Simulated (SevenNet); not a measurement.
## A15 Nb3Sn (cubic form, which distorts at low temperature)

Computed with the machine-learned potential SevenNet-0 (trained on PBE and PBE+U data).

Cell: relaxed at this level.

```yaml
lattice_constant_a: 5.332 Å
equilibrium_volume_per_atom: 18.95 Å³/atom
```

Measured, for comparison: lattice constant a 5.289 Å, equilibrium volume per atom 18.49 Å³/atom (temperature not stated, no zero-point or thermal correction; as tabulated in Priinits et al. (2024), arXiv:2406.00817). Computed (rounded) less measured: lattice constant a +0.8 %, equilibrium volume per atom +2.5 %.

A machine-learned potential is trained on density-functional data: it inherits that level's misses and adds fitting errors of its own.
